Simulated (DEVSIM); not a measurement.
Device: illuminated Si n-on-p cell, one wavelength, at 300 K.

```tsv
layer (left to right)	material	thickness (μm)	Nd (cm⁻³)	Na (cm⁻³)	τn (s)	τp (s)	absorption coefficient (cm⁻¹)
1	Si	0.910	8.1e18	-	3.9e-8	9.1e-8	610
2	Si	130	-	1e16	4.8e-7	4.8e-7	610
```

Left contact: ohmic, minority hole recombination velocity 30000 cm/s. Right contact: ohmic, minority electron recombination velocity 100 cm/s. Voltage is applied to the left contact. Recombination: SRH at mid-gap, radiative, Auger. Light enters at the left, 1.6e18 photons cm⁻² s⁻¹, one pass, no reflection. Mobility is μmin + (μ − μmin)/(1 + (N/Nref)^α).

This is a model device: material constants are rounded textbook-type values typed into the input, and sizes, dopings and lifetimes were drawn at random. Values at 300 K.

```csv
parameter,Si
gap (eV),1.124
affinity (eV),4.05
permittivity,11.7
Nc (cm⁻³),2.86e19
Nv (cm⁻³),3.1e19
μn (cm²/Vs),1417
μp (cm²/Vs),470
"μn,min",52
"μp,min",45
"Nref,n",9.7e16
"Nref,p",2.2e17
αn,0.68
αp,0.72
B (cm³/s),4.7e-15
Cn (cm⁶/s),2.8e-31
Cp (cm⁶/s),9.9e-32
```

Model (solved in DEVSIM): 1D drift-diffusion, Boltzmann statistics, complete ionisation; no tunnelling, impact ionisation, image-force lowering or self-heating.

Base results: largest power (mW/cm²) 89.5; dark forward voltage at 100 A/cm² (V) 0.964; potential step across the device at zero bias (V) 0.884; share of generated pairs collected at short circuit 0.710.

Q: What follows from this one change: recombination velocity at the right contact 100 → 1000 cm/s?

A: largest power little changed (89.5 mW/cm²); dark forward voltage at 100 A/cm² 0.964 → 0.994 V; potential step across the device at zero bias little changed (0.884 V); share of generated pairs collected at short circuit little changed (0.710).

Q: What follows from this one change: doping Na of layer 2 1e+16 → 1e+17 cm^-3?

A: largest power 89.5 → 92.8 mW/cm²; dark forward voltage at 100 A/cm² 0.964 → 0.968 V; potential step across the device at zero bias 0.884 → 0.943 V; share of generated pairs collected at short circuit 0.710 → 0.652.

Q: What follows from this one change: doping Nd of layer 1 8.1e+18 → 2.4e+18 cm^-3?

A: largest power little changed (89.9 mW/cm²); dark forward voltage at 100 A/cm² little changed (0.967 V); potential step across the device at zero bias 0.884 → 0.852 V; share of generated pairs collected at short circuit little changed (0.713).

Q: What follows from this one change: constant mobility in place of the doping-dependent one?

A: largest power 89.5 → 93.1 mW/cm²; dark forward voltage at 100 A/cm² 0.964 → 0.940 V; potential step across the device at zero bias little changed (0.884 V); share of generated pairs collected at short circuit 0.710 → 0.740.
